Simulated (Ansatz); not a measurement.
Consider the following.

```yaml
crystal:
  lattice:
    - [0.00000, 3.80349, 3.80349]
    - [3.80349, 0.00000, 3.80349]
    - [3.80349, 3.80349, 0.00000]
  atoms:
    - { symbol: Ca, position: [0.75000, 0.75000, 0.75000] }
    - { symbol: Ca, position: [0.50000, 0.50000, 0.50000] }
    - { symbol: Pd, position: [0.12500, 0.62500, 0.12500] }
    - { symbol: Pd, position: [0.12500, 0.12500, 0.12500] }
    - { symbol: Pd, position: [0.62500, 0.12500, 0.12500] }
    - { symbol: Pd, position: [0.12500, 0.12500, 0.62500] }
```

All values below come from PBEsol, DFPT electron-phonon coupling, linearised Boltzmann equation (plane waves, PAW, scalar-relativistic; Ansatz, a quantum-chemistry and plane-wave program). How the cell was made: relaxed with this functional, without spin-orbit coupling.

Question: What phonon-limited resistivity does this give at 300 K?

Answer: 18.6 μΩ·cm.

A metal at this level (no band gap). Only scattering by harmonic phonons is included (no impurities, grain boundaries, electron-electron scattering or thermal expansion). Spin-orbit coupling is left out. Halving the electron mesh (20x20x20) moves the resistivity by up to 2 % at 300 K. Smearing 0.20 eV; phonons on a 3x3x3 q mesh, which this run doesn't test.

Computed structure with no diffraction record at hand here (it may be known, metastable or hypothetical): CaPd2 (Fd-3m).
